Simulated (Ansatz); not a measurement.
The parent structure is HgTe in the zinc blende structure (space group F-43m, No. 216; a = 6.573 Å). Axes: x, y, z lie along the cube axes.

The values are results of DFT with r2SCAN, PAW potentials and a 500 eV plane-wave cutoff in Ansatz (a quantum-chemistry and plane-wave program), no SOC, not measurements.

Modification: every lattice vector is stretched by 2.00 %; the atoms relax in the strained cell.

Question: Predict the stress tensor and what it implies for the stiffness.

Answer: Stress of the strained cell less that of the base (GPa, compression positive):
```
   -2.0     0.0     0.0
    0.0    -2.0     0.0
    0.0     0.0    -2.0
```

Then B = −ΔP/(ΔV/V₀) with ΔV/V₀ = 0.0612 gives secant stiffness values (nonlinear terms included at this strain): B ≈ 33 GPa.

As a check, the harmonic strain energy −½ V₀ Δσ:ε is 14 meV/atom; the computed energy rise is 15 meV/atom.

No phonon test of stability was made. All final runs are without spin polarisation.
